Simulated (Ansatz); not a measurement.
Where the default PAW files enter, the runs use the earlier of Ansatz's two default sets.

## Evanescent states of CdSe (F-43m, zinc blende, 2 atoms a cell, 28.9 Å³ an atom) along the normal of (110)

All values below come from r2SCAN (plane waves, PAW; Ansatz, a quantum-chemistry and plane-wave program).

The gap is the functional's own, uncorrected, and κ follows it; spin-orbit coupling is left out. Mid-gap means the computed energy nearest the middle.

Energies count from the valence-band top; κ is the least over a 8×6 mesh across the current.

```tsv
E (eV)	κ (1/Å)	where
0.04	0.028	Γ
0.10	0.047	Γ
0.17	0.058	Γ
0.24	(withheld)	Γ
0.32	(withheld)	Γ
0.39	(withheld)	Γ
0.46	(withheld)	Γ
0.53	(withheld)	Γ
0.59	(withheld)	Γ
0.67	(withheld)	Γ
0.73	(withheld)	Γ
0.81	(withheld)	Γ
0.88	0.055	Γ
0.94	0.042	Γ
1.01	0.016	Γ
```

Question: Fill in the missing entries.

Answer: 
- 0.24, κ (1/Å): 0.066
- 0.32, κ (1/Å): 0.071
- 0.39, κ (1/Å): 0.075
- 0.46, κ (1/Å): 0.077
- 0.53, κ (1/Å): 0.077
- 0.59, κ (1/Å): 0.077
- 0.67, κ (1/Å): 0.074
- 0.73, κ (1/Å): 0.070
- 0.81, κ (1/Å): 0.064
